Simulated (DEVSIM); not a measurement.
Device: Schottky contact on p-type In0.53Ga0.47As, at 400 K.

```
layer (left to right)        material  thickness (μm)  Na (cm⁻³)  τn (s)  τp (s)
---------------------  --------------  --------------  ---------  ------  ------
1                      In0.53Ga0.47As            17.0     1.4e17  1.5e-8  1.5e-8
2                      In0.53Ga0.47As            1.30     2.8e18  1.5e-8  1.5e-8
```

Left contact: Schottky, work function 4.85 eV, emission velocity 2.8e6 cm/s. Right contact: ohmic. Voltage is applied to the left contact. Recombination: SRH at mid-gap. Mobility is μmin + (μ − μmin)/(1 + (N/Nref)^α).

Constants are typed, rounded textbook-type inputs, not results; the design itself was drawn at random and stands for no fabricated device. Values at 300 K; Nc and Nv go as T^1.5, mobilities as T to minus their exponent, the gap by Varshni's rule with the affinity fixed.

```
parameter         In0.53Ga0.47As
----------------  --------------
gap (eV)                    0.74
affinity (eV)               4.51
permittivity                13.9
Nc (cm⁻³)                 2.1e17
Nv (cm⁻³)                 7.7e18
μn (cm²/Vs)                12000
μp (cm²/Vs)                  300
μn,min                       300
μp,min                        10
Nref,n                    1.3e17
Nref,p                    4.9e17
αn                          0.48
αp                           0.4
T exponent of μn             1.6
T exponent of μp             1.6
Varshni α (eV/K)         0.00035
Varshni β (K)                190
```

DEVSIM, 1D drift-diffusion, Boltzmann statistics, complete ionisation; no tunnelling, impact ionisation, image-force lowering or self-heating. Metal contacts follow the ideal Schottky-Mott rule: no Fermi-level pinning, no interface dipoles.

Question: Give the dark forward current.

Answer: 
```
V (V)  J (A/cm²)
-----  ---------
-0.05        -54
-0.15       -180
-0.25       -310
-0.35       -460
-0.45       -600
-0.55       -750
-0.65       -900
-0.80      -1100
-0.90      -1300
-1.00      -1400
-1.10      -1600
-1.20      -1700
-1.30      -1900
-1.40      -2100
```
